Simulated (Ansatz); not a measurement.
Defect: interstitial B in 3C silicon carbide, charge state +3. Level of theory: PBE, PAW (plane waves to 420 eV; Ansatz, a quantum-chemistry and plane-wave program).

Settings: 64 host sites, the relaxed PBE lattice, a 2×2×2 k-point mesh shifted by half a step, smearing 0.01 eV, spin-restricted, no image-charge correction. Energies are static. The charge state is imposed; whether it is stable for some Fermi level was not computed. Sites that were not tried may lie lower.

Barriers: single points on a 3×3×3 k-point mesh shifted by half a step at the bands' geometries.

Relaxed starting cell (atoms counted from 1):

```
CELL_PARAMETERS angstrom
      8.76000     0.00000     0.00000
      0.00000     8.76000     0.00000
      0.00000     0.00000     8.76000
ATOMIC_POSITIONS crystal
  Si 0.99829 0.99854 0.99886
  Si 0.99773 0.99798 0.50099
  Si 0.99773 0.50067 0.99830
  Si 0.99829 0.50011 0.50043
  Si 0.50041 0.99798 0.99830
  Si 0.49986 0.99854 0.50043
  Si 0.49986 0.50011 0.99886
  Si 0.50042 0.50067 0.50099
  C  0.13339 0.13364 0.36533
  C  0.12285 0.12310 0.87303
  C  0.12286 0.62594 0.37587
  C  0.12476 0.62327 0.87570
  C  0.62569 0.12310 0.37587
  C  0.62301 0.12501 0.87571
  C  0.62301 0.62326 0.37396
  C  0.62406 0.62432 0.87465
  Si 0.98491 0.24932 0.24964
  Si 0.99788 0.24933 0.74965
  Si 0.99789 0.74933 0.24965
  Si 0.99799 0.74933 0.74964
  Si 0.51323 0.24933 0.24965
  Si 0.50027 0.24933 0.74964
  Si 0.50026 0.74932 0.24965
  Si 0.50016 0.74933 0.74964
  C  0.13339 0.36501 0.13395
  C  0.12286 0.37555 0.62626
  C  0.12285 0.87271 0.12342
  C  0.12476 0.87539 0.62359
  C  0.62569 0.37555 0.12343
  C  0.62301 0.37364 0.62358
  C  0.62301 0.87539 0.12533
  C  0.62406 0.87433 0.62464
  Si 0.24908 0.98516 0.24965
  Si 0.24908 0.99814 0.74965
  Si 0.24908 0.51347 0.24965
  Si 0.24908 0.50052 0.74964
  Si 0.74908 0.99814 0.24965
  Si 0.74907 0.99825 0.74965
  Si 0.74907 0.50052 0.24965
  Si 0.74908 0.50041 0.74965
  C  0.36475 0.13364 0.13396
  C  0.37530 0.12311 0.62626
  C  0.37529 0.62594 0.12343
  C  0.37339 0.62326 0.62358
  C  0.87245 0.12311 0.12343
  C  0.87513 0.12501 0.62359
  C  0.87513 0.62327 0.12533
  C  0.87408 0.62432 0.62463
  Si 0.24908 0.24933 0.98548
  Si 0.24908 0.24933 0.51380
  Si 0.24908 0.74933 0.99846
  Si 0.24908 0.74932 0.50084
  Si 0.74907 0.24933 0.99846
  Si 0.74907 0.24933 0.50084
  Si 0.74907 0.74933 0.99856
  Si 0.74908 0.74933 0.50073
  C  0.36477 0.36502 0.36534
  C  0.37530 0.37555 0.87302
  C  0.37530 0.87270 0.37587
  C  0.37339 0.87539 0.87570
  C  0.87245 0.37555 0.37587
  C  0.87513 0.37365 0.87570
  C  0.87513 0.87538 0.37396
  C  0.87408 0.87434 0.87465
  B  0.24907 0.24932 0.24965
```
Cell charge +3.

End state 1 differs by these moves (Å; atoms that move under 0.08 Å are left out):

```json
[
 {"atom": "1", "element": "Si", "Δx": "0.01", "Δy": "0.01", "Δz": "-0.12"},
 {"atom": "2", "element": "Si", "Δx": "0.01", "Δy": "0.01", "Δz": "0.11"},
 {"atom": "9", "element": "C", "Δx": "-0.16", "Δy": "-0.16", "Δz": "0.00"},
 {"atom": "17", "element": "Si", "Δx": "0.12", "Δy": "0.12", "Δz": "0.00"},
 {"atom": "19", "element": "Si", "Δx": "0.01", "Δy": "-0.12", "Δz": "0.00"},
 {"atom": "21", "element": "Si", "Δx": "-0.12", "Δy": "0.01", "Δz": "0.00"},
 {"atom": "25", "element": "C", "Δx": "-0.07", "Δy": "0.10", "Δz": "-0.09"},
 {"atom": "27", "element": "C", "Δx": "-0.07", "Δy": "0.10", "Δz": "0.09"},
 {"atom": "33", "element": "Si", "Δx": "0.12", "Δy": "0.12", "Δz": "0.00"},
 {"atom": "35", "element": "Si", "Δx": "0.01", "Δy": "-0.12", "Δz": "0.00"},
 {"atom": "37", "element": "Si", "Δx": "-0.12", "Δy": "0.01", "Δz": "0.00"},
 {"atom": "41", "element": "C", "Δx": "0.10", "Δy": "-0.07", "Δz": "-0.09"},
 {"atom": "45", "element": "C", "Δx": "0.10", "Δy": "-0.07", "Δz": "0.09"},
 {"atom": "49", "element": "Si", "Δx": "0.01", "Δy": "0.01", "Δz": "0.12"},
 {"atom": "50", "element": "Si", "Δx": "0.01", "Δy": "0.01", "Δz": "-0.11"},
 {"atom": "57", "element": "C", "Δx": "0.07", "Δy": "0.07", "Δz": "0.08"},
 {"atom": "63", "element": "C", "Δx": "0.07", "Δy": "0.07", "Δz": "-0.08"},
 {"atom": "65", "element": "B", "Δx": "-2.19", "Δy": "-2.19", "Δz": "0.00"}
]
```

Task: Give the forward and backward barriers to end state 1 at the level PBE, PAW.

Result: forward 2.90 eV, backward 2.90 eV; at the saddle point atom 65 has neighbours C at 1.60, 2 C at 1.83; Si at 1.82, Si at 2.16 Å. The saddle point's order was not checked, and it lies on a symmetry element of the cell, where a band can be held.
